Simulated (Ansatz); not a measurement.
Take Pt in the fcc (Cu type) structure (space group Fm-3m, No. 225; a = 3.942 Å; relaxed with 0.1 eV smearing) as the base. Axes: x, y, z lie along the cube axes.

Level of theory: r2SCAN (Ansatz, a quantum-chemistry and plane-wave program), without spin-orbit coupling, earlier PAW set.

Perturbation: uniaxial stress, 0.5 GPa tension along x; all other stress components relax to zero.

**Question.** Estimate the effect on the strain response.

**Answer.** The strain response (xx, yy, zz) amounts to (+0.37, −0.15, −0.15) %.

**Question.** Estimate the effect on the energy relative to the base.

**Answer.** The energy stays essentially unchanged.

Stability under load was not tested beyond the relaxation. All final runs are without spin polarisation.
